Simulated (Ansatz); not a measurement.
For CsCl-type AuZn (cubic form, which distorts at low temperature), rVV10 in Ansatz (plane waves, PAW) gives:

| Item | Value |
|---|---|
| lattice parameter a | 3.212 Å |
| enthalpy of formation | -0.186 eV/atom |

Q: What does Hartree–Fock in Ansatz (plane waves, PAW) give for the same quantities?

A: 
- lattice constant a: 3.299 Å (increases by 2.7 %)
- formation enthalpy: -0.220 eV/atom (moves by -0.034 eV/atom)

For comparison: formation enthalpy -0.235 ± 0.04 eV/atom (measured, temperature not stated, not corrected to a static lattice; as tabulated in Nepal et al. (2020), arXiv:2007.11150).

Changes are worked out from the printed values.

Unless a cell is named, each level is at its own relaxed cell (rVV10 16.58, Hartree–Fock 17.95 Å³/atom).

Levels without +SOC leave out spin–orbit coupling, which shifts energies and cells of such heavy elements.

Caveats: an element that serves as reference has a cell well above its measured volume (Hartree–Fock); symmetry holds this phase in the static calculation, where it need not be a minimum (rVV10, Hartree–Fock); the cell is over a tenth larger than the published one: the level's own overestimate first of all, though another phase or state, or a fault of the published cell, is possible (Hartree–Fock). Ansatz's density-functional and Hartree–Fock values are scalar-relativistic unless marked +SOC, with PAW data made under PBE.

Ansatz is a first-principles code.
